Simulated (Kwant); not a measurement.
Device: zigzag graphene on boron nitride (staggered potential) ribbon with Haldane second-neighbour hopping. 8 zigzag chains, bond 0.142 nm, hopping 2.7 eV, scattering region 4 nm long; sites with one neighbour are removed; energy swept from -2.18 to 2.18 eV from the neutrality point. Staggered potential ±Δ on the two sublattices, Δ = 0.46 eV. Second-neighbour term iλ/(3√3) ν with λ = 0.86 eV, a model term that the material doesn't have.

The device is made up for the run: typed textbook-type constants, with dimensions and the other settings drawn at random.

Kwant, nearest-neighbour tight-binding model of a honeycomb sheet with an imaginary second-neighbour term, one spin, coherent transport at 0 K. Conductance is in e²/h.

Q: Is the sheet in its topological phase, how wide is its bulk gap, and what conductance is due inside it?

A: At the two valleys the masses are λ ± Δ = 1.32 and 0.400 eV; the bulk gap is 2|λ − Δ| = 0.800 eV. λ > Δ, so the phase is topological, with edge channels that give G = 1. Simulated at 0.145 eV: 1.00 e²/h.
